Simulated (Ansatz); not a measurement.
**Band gap of rock-salt alkali halides: LDA against PBE**

Ansatz (plane waves, PAW); cells keep the symmetry of their structure type. Ansatz (an electronic-structure program) is a plane-wave DFT program; potentials: the later of its two PAW sets. No spin-orbit coupling. PBE gaps are read at band edges searched over the zone in cells relaxed at that level, LDA gaps at band edges searched over the zone in cells relaxed at that level. The two cells differ, so the slope holds a volume effect too.

Here x stands for PBE gap and y for LDA gap.

```csv
solid,PBE gap (eV),LDA gap (eV)
RbCl,4.83,4.85
LiBr,4.91,5.14
NaCl,5.00,5.07
KCl,5.05,5.11
LiCl,6.26,6.48
LiF,8.83,?
```

Fit y of the 5 rows that show it with a straight line. With u = x - 5.2, the rows have u = -0.3700, -0.2900, -0.2000, -0.1500, 1.0600. Means: u 0.010000, y 5.330. About the means, the sum of products is 1.5367 and the sum of squares of u is 1.4066; the slope is their ratio. Least squares gives y = 5.319 + 1.0925·u. Residuals (row less fit): -0.065, 0.138, -0.030, -0.045, 0.003; standard error 0.093 (degrees of freedom: 3). The slope is 1.09 with a standard error of 0.079.

Task: What does the fit predict for y at x = 8.83, and how far is the calculated value from it?

Result: u = 3.6300, so y = 5.319 + 1.0925 × 3.6300 = 9.285 eV. The calculation gives 9.70 eV, 0.415 eV above the prediction (8.6 % of the range of y in the table). The row lies outside the fitted rows, so this is an extrapolation. From the scatter of the fitted rows alone, a prediction at this place has a standard error of 0.303 eV, so the miss is 1.4 times that.

Spin-orbit coupling is left out, which can shift this property for LiBr. The rows are a random draw from the solids of this series computed here; series whose standard error about the line passes 12 to 30 % of the range of y, or with no trend, aren't shown in this form.
